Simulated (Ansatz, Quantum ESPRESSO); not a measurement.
A Quantum ESPRESSO input for a self-consistent single point of Te (P3_121, 3 atoms in the cell) (DFT, PBEsol, plane waves, SSSP 1.1.2 efficiency (PBE) pseudopotentials):

```fortran
&CONTROL
    calculation = 'scf'
    prefix = 'Te'
    outdir = './work'
    pseudo_dir = './'
    tprnfor = .true.
    tstress = .true.
/
&SYSTEM
    ibrav = 4
    A = 4.5774232299
    C = 5.8693800000
    nat = 3
    ntyp = 1
    ecutwfc = 40
    ecutrho = 320
    occupations = 'smearing'
    smearing = 'gauss'
    degauss = 0.0147
    input_dft = 'pbesol'
/
&ELECTRONS
    conv_thr = 1e-10
    mixing_beta = 0.4
/
ATOMIC_SPECIES
Te   127.6000  Te_pbe_v1.uspp.F.UPF
ATOMIC_POSITIONS {crystal}
Te    0.2567000000    0.0000000000    0.3333333333
Te    0.0000000000    0.2567000000    0.6666666667
Te    0.7433000000    0.7433000000    0.0000000000
K_POINTS {automatic}
7 7 5  0 0 0
```

Question: Write the same calculation as an input for Ansatz (a quantum-chemistry and plane-wave program).

Answer: One input that does it (others would too):

Ansatz 0.2 input:
```yaml
# Te
crystal:
  lattice:
    - [4.577423, 0.000000, 0.000000]
    - [-2.288711, 3.964165, 0.000000]
    - [0.000000, 0.000000, 5.869380]
  atoms:
    - { symbol: Te, position: [0.256700, 0.000000, 0.333333] }
    - { symbol: Te, position: [0.000000, 0.256700, 0.666667] }
    - { symbol: Te, position: [0.743300, 0.743300, 0.000000] }
basis:
  ecutwfc: 30.9 Ry
kpoints:
  mp_grid:
    grid: [7, 7, 5]
hamiltonian:
  xc: pbesol
  pseudopotentials:
    kind: paw
scf:
  occupations:
    method: gaussian
    width: 0.0147 Ry
output:
  forces: true
  eigenvalues: true
  stress: true
```

Basis, cutoffs, solver keys and any potentials are the target program's own. This input uses DFT, PBEsol, plane waves, default PAW files made with PBE. The width in Ry is rounded to four decimals.

The starting cell comes from a database of computed structures (which also holds hypothetical and non-ambient phases and stackings), without a prior relaxation at this level. Its lattice was rescaled by a random factor within 2.5 % of one.
